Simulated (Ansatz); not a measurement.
Band gap (eV)

Cell A: MgTe (zinc blende, F-43m), 2 atoms in the cell, k-point mesh 10×10×10 on the run's own vectors. Conventional cell: a = 6.509 Å, b = 6.509 Å, c = 6.509 Å, α = 90.00°, β = 90.00°, γ = 90.00°.

Cell B: CdTe (zinc blende, F-43m), 2 atoms in the cell, k-point mesh 10×10×10 on the run's own vectors. Conventional cell: a = 6.6193 Å, b = 6.6193 Å, c = 6.6193 Å, α = 90.00°, β = 90.00°, γ = 90.00°.

All numbers come from Ansatz (a program for electronic structure), plane waves with PAW, its default PAW set, cutoff 420 eV. The structures are at rest with PBE; other levels are single points on them. HSE06 runs on coarser k-point meshes, which give the PBE gaps of the finer ones within 0.03 eV. Neutral cells; Fermi-Dirac smearing of at most 0.05 eV in the solids, energies taken to zero width. The lattices are those relaxed with PBE, so at other levels the solids can be strained, which adds to the spread. The runs are scalar-relativistic, without spin-orbit coupling. A dispersion term ran beside these levels; it doesn't touch the electrons. Gaps are highest filled to lowest empty Kohn-Sham level on the run's k-point mesh, states of defects and surfaces included; edges off the mesh make the true gap smaller, and under 0.08 eV counts as none.

```tsv
system	PBE	HSE06
A	2.33 (direct)	___
B	0.58 (direct)	1.42
```

**Question.** Complete the blanks.

**Answer.** 
- A, HSE06: 3.17
